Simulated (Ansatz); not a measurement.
Ru on the 1x1 (111) surface of fcc Pd, one in a 2x2 cell, energies for each (26.9 Å²). Energies are against an atom of hcp Ru, without zero-point or thermal terms; each row is named by its start. No converged result for: 1 more start.

Method: PBE (plane waves to 420 eV, PAW; Ansatz, an electronic-structure program).

Set-up: 17 atoms, 6.8 Å thick at the start under the adsorbate (thin: gaps and levels are the slab's own); mesh 6x6x1; 0.1 eV smearing; dipole correction on; 8 atoms held, the rest relaxed; each run with such symmetry as its start has; spin-polarised, no spin-orbit, no U, no dispersion correction.

A negative adsorption energy means that the adsorbate is more stable on the surface than in its reference. Starts that drift may end in the same place. Heights count from the host atoms within 0.3 Å of the top one.

```csv
starting site,E_ads (eV),height (Å),nearest host atom (Å),bonded to,Δ work function (eV),lateral drift (Å),moment (μB)
hollow Pd-Pd-Pd over Pd at depth 2.3 Å,2.76,1.82,Pd 2.48,3 Pd,-1.50,0.0,5.6
hollow Pd-Pd-Pd over Pd at depth 4.5 Å,2.77,1.83,Pd 2.48,3 Pd,-1.51,0.0,5.0
bridge Pd-Pd (span 2.8 Å),2.76,1.83,Pd 2.48,3 Pd,-1.50,0.8,5.6
```
